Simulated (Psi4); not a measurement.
Psi4 1.11, HF/def2-svp: V(S)(F)(NH2)2 ([NH2][V]([NH2])([F])=[S]), 9 atoms. The geometry is a generated start, not checked to be a minimum at this level.

| Quantity | Value |
|---|---|
| task | energy |
| method | scf |
| basis | def2-svp |
| memory | 3 GB |
| maxiter | 100 |
| keys of the molecule block | symmetry c1 |
| scf_type | df (default) |
| guess | auto, which took SAD (default) |
| scf_initial_accelerator | adiis (default) |
| e_convergence | 1e-06 (default) |
| d_convergence | 1e-06 (default) |
| basis functions | 111 |

```xyz
9

V      0.4591     0.1747     0.3259
S      2.2078    -0.3712    -0.5477
F      0.7936     0.9661     1.7615
N     -0.3509     1.1648    -0.8716
H     -1.2787     1.5603    -0.7082
H      0.0092     1.4907    -1.7660
N     -0.4144    -1.3322     0.5345
H     -0.0342    -2.2725     0.4530
H     -1.3915    -1.3808     0.8186
```

Charge 0 and multiplicity 1 are set for this test and not shown to be the ground state.

One run each on 2 threads. Values of diis_max_vecs tried: 3, 6, 10 (default), 20.

### Question
Which value of diis_max_vecs needs the fewest SCF iterations, and what happens away from it?

### Answer
Fewest SCF iterations, within one of each other: 10 (default) with 15, 20 with 15. The count rises to 33 at 3. All converge to one solution.

```csv
diis_max_vecs,SCF iterations,end
3,33,same solution
6,17,same solution
10 (default),15,same solution
20,15,same solution
```
